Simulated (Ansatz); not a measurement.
# GaS, pressure series

Start from GaS in the beta-GaS type structure (space group P6_3/mmc, No. 194; a = 3.591 Å, c = 15.449 Å; layered, stacked along the Cartesian z axis).

Cell and atoms are relaxed at each pressure.

Calculations: Kohn–Sham DFT with the PBE-D3(BJ) functional, run in Ansatz (an electronic-structure program) with PAW and 420 eV plane waves, no SOC.

Computed cases, in order: pressure −1 GPa; 0 GPa (base); pressure 3 GPa; pressure 7 GPa; pressure 15 GPa; pressure 30 GPa; pressure 50 GPa; pressure 75 GPa; pressure 100 GPa.

Q: Between which two neighbouring cases does the band gap open or close?

A: Between pressure 15 GPa (0.48 eV) and pressure 30 GPa (zero). The whole series: pressure −1 GPa: 1.72 eV; 0 GPa (base): 1.56 eV; pressure 3 GPa: 1.28 eV; pressure 7 GPa: 0.97 eV; pressure 15 GPa: 0.48 eV; pressure 30 GPa: zero; pressure 50 GPa: zero; pressure 75 GPa: zero; pressure 100 GPa: zero.

The mesh was chosen for an insulator and is coarse for the gapless case. From pressure 100 GPa on, the axis ratios lie over 15 % from the base's, so the cell there is far from its starting form. Load acts through the strain it causes; cell and atoms are relaxed under it. Whether these cells are dynamically stable was not tested. No other phases were tried under pressure. The final runs are not spin-polarised. The zero or small gap of GaS under pressure 30 GPa can change with the level of theory.
